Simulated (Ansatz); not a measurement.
The reference is an 18-atom supercell of AlNi in the CsCl type structure (space group Pm-3m, No. 221; a = 2.862 Å; non-magnetic) at its relaxed geometry.

Calculations: Kohn–Sham DFT with the PBEsol functional, run in Ansatz (a program for electronic structure) with PAW and 420 eV plane waves, no spin-orbit coupling.

For the base:

| Item | Result |
|---|---|
| Mean distance from the defect site to its nearest host atoms | 2.48 Å |
| Pressure | 0.0 GPa |

Perturbation: one Ni atom is replaced by Al, atoms relaxed at fixed cell, starting from a slightly rattled geometry.

Estimate the effect on the mean distance from the defect site to its nearest host atoms, largest displacement of a host atom from its site in the perfect cell, pressure and total moment of the cell.

The mean distance from the defect site to its nearest host atoms grows by 0.11 Å, from 2.48 Å to 2.59 Å; the largest displacement of a host atom from its site in the perfect cell amounts to 0.11 Å; the pressure goes from zero to 5.5 GPa; the total moment of the cell comes out as 0.0 μB.

Other magnetic orders, which the real material may have, were not ruled out. The cell is small, so the values are those of an ordered compound at a high defect concentration; dilute-limit values will differ. Seeded moments were not kept for Al on a Ni site (antisite) and the base. Spin-polarised in the final run: Al on a Ni site (antisite); the other runs are not. The defect cell is spin-polarised and ends with 0.0 μB.
